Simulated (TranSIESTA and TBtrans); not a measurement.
System: Cu point contact of 4 atoms in a row between two rods, one bond stretched by the factor 1.1. Leads: fcc Cu rod along [100], layers of 5 and 4 atoms, a = 3.63 Å. Geometry: as built, not relaxed. Transport runs along z; the first 18 and the last 18 of the 71 atoms are the lead cells, repeated to infinity.

```xyz
71
Lattice="13.634 0.000 0.000 0.000 13.634 0.000 0.000 0.000 36.361" Properties=species:S:1:pos:R:3 pbc="F F T"
Cu     6.817     6.817     0.000
Cu     9.384     6.817     0.000
Cu     6.817     9.384     0.000
Cu     4.250     6.817     0.000
Cu     6.817     4.250     0.000
Cu     8.100     8.100     1.815
Cu     5.533     8.100     1.815
Cu     8.100     5.533     1.815
Cu     5.533     5.533     1.815
Cu     6.817     6.817     3.630
Cu     9.384     6.817     3.630
Cu     6.817     9.384     3.630
Cu     4.250     6.817     3.630
Cu     6.817     4.250     3.630
Cu     8.100     8.100     5.445
Cu     5.533     8.100     5.445
Cu     8.100     5.533     5.445
Cu     5.533     5.533     5.445
Cu     6.817     6.817     7.260
Cu     9.384     6.817     7.260
Cu     6.817     9.384     7.260
Cu     4.250     6.817     7.260
Cu     6.817     4.250     7.260
Cu     8.100     8.100     9.075
Cu     5.533     8.100     9.075
Cu     8.100     5.533     9.075
Cu     5.533     5.533     9.075
Cu     6.817     6.817    10.890
Cu     9.384     6.817    10.890
Cu     6.817     9.384    10.890
Cu     4.250     6.817    10.890
Cu     6.817     4.250    10.890
Cu     8.100     8.100    12.705
Cu     5.533     8.100    12.705
Cu     8.100     5.533    12.705
Cu     5.533     5.533    12.705
Cu     6.817     6.817    14.520
Cu     6.817     6.817    16.881
Cu     6.817     6.817    19.479
Cu     6.817     6.817    21.841
Cu     8.100     8.100    23.656
Cu     5.533     8.100    23.656
Cu     8.100     5.533    23.656
Cu     5.533     5.533    23.656
Cu     6.817     6.817    25.471
Cu     9.384     6.817    25.471
Cu     6.817     9.384    25.471
Cu     4.250     6.817    25.471
Cu     6.817     4.250    25.471
Cu     8.100     8.100    27.286
Cu     5.533     8.100    27.286
Cu     8.100     5.533    27.286
Cu     5.533     5.533    27.286
Cu     6.817     6.817    29.101
Cu     9.384     6.817    29.101
Cu     6.817     9.384    29.101
Cu     4.250     6.817    29.101
Cu     6.817     4.250    29.101
Cu     8.100     8.100    30.916
Cu     5.533     8.100    30.916
Cu     8.100     5.533    30.916
Cu     5.533     5.533    30.916
Cu     6.817     6.817    32.731
Cu     9.384     6.817    32.731
Cu     6.817     9.384    32.731
Cu     4.250     6.817    32.731
Cu     6.817     4.250    32.731
Cu     8.100     8.100    34.546
Cu     5.533     8.100    34.546
Cu     8.100     5.533    34.546
Cu     5.533     5.533    34.546
```

Run with TranSIESTA and TBtrans (open boundaries, self-consistent; PseudoDojo norm-conserving potentials, scalar-relativistic): PAO.BasisSize SZP, PAO.EnergyShift 0.15 eV, XC.Authors PBE, Mesh.Cutoff 150 Ry, ElectronicTemperature 300 K, TS.Voltage 0.0 eV, TBT.Elecs.Eta 0.001 eV, no spin polarisation.

Energies count from the leads' Fermi level. Transmissions are for one spin of a degenerate pair. The energy step is 0.02 eV; narrower resonances are cut or missed.

```csv
E (eV),T
-0.20,0.822
-0.16,1.31
-0.12,1.07
-0.08,0.973
-0.04,0.937
0.00,0.907
0.04,0.873
0.08,0.885
0.12,0.902
0.16,0.919
0.20,0.935
```

Problem. Give the zero-bias conductance in μS and the resistance at 300 K.

Solution. At the Fermi level T = 0.907. Averaged with −∂f/∂E over the full grid (kT = 25.9 meV) it is 0.911. With G0 = 2e²/h = 77.48 μS, G = 70.6 μS and R = 1/G = 14.2 kΩ.

Problem. The eigenchannels at the Fermi level transmit 0.863, 0.0221, 0.0221. What Fano factor of the shot noise follows at low temperature and bias?

Solution. F = Σ τ(1 − τ)/Σ τ = 0.161/0.907 = 0.18.

The leads' channel count changes near 0.01 eV, within the thermal window, so values at the Fermi level hang on where that band edge falls.
